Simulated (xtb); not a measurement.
xtb 6.7.1, GFN1-xTB: toluene (Cc1ccccc1), 15 atoms. The geometry is a generated start, not checked to be a minimum at this level.

```json
{
 "run_flags": "--grad",
 "method": "GFN1-xTB",
 "--acc": "1 (default)",
 "--etemp (K)": "300 (default)",
 "basis_functions": "44",
 "valence_electrons": "36"
}
```

```xyz
15

C     -2.2116    -0.1040     0.0149
C     -0.7138    -0.0319     0.0184
C      0.0517    -1.1783     0.1924
C      1.4339    -1.1162     0.1743
C      2.0725     0.0970    -0.0181
C      1.3194     1.2451    -0.1934
C     -0.0625     1.1797    -0.1755
H     -2.6457     0.8342     0.3540
H     -2.5635    -0.9088     0.6563
H     -2.5722    -0.2965    -0.9962
H     -0.4413    -2.1287     0.3437
H      2.0148    -2.0167     0.3135
H      3.1511     0.1494    -0.0292
H      1.8117     2.1953    -0.3431
H     -0.6445     2.0805    -0.3118
```

One run each on 1 thread. Values of broydamp tried: 0.02, 0.05, 0.1, 0.2, 0.4 (default), 0.6, 0.8, 1.

### Question
Predict the course of the SCC iterations along this series.

### Answer
Fewest SCC iterations, within one of each other: 0.2 with 10, 0.4 (default) with 9, 0.6 with 9, 0.8 with 10. The count rises to 15 at 0.02. All converge to one solution.

```json
[
 {"broydamp": "0.02", "SCC iterations": "15", "end": "same solution"},
 {"broydamp": "0.05", "SCC iterations": "13", "end": "same solution"},
 {"broydamp": "0.1", "SCC iterations": "12", "end": "same solution"},
 {"broydamp": "0.2", "SCC iterations": "10", "end": "same solution"},
 {"broydamp": "0.4 (default)", "SCC iterations": "9", "end": "same solution"},
 {"broydamp": "0.6", "SCC iterations": "9", "end": "same solution"},
 {"broydamp": "0.8", "SCC iterations": "10", "end": "same solution"},
 {"broydamp": "1", "SCC iterations": "11", "end": "same solution"}
]
```
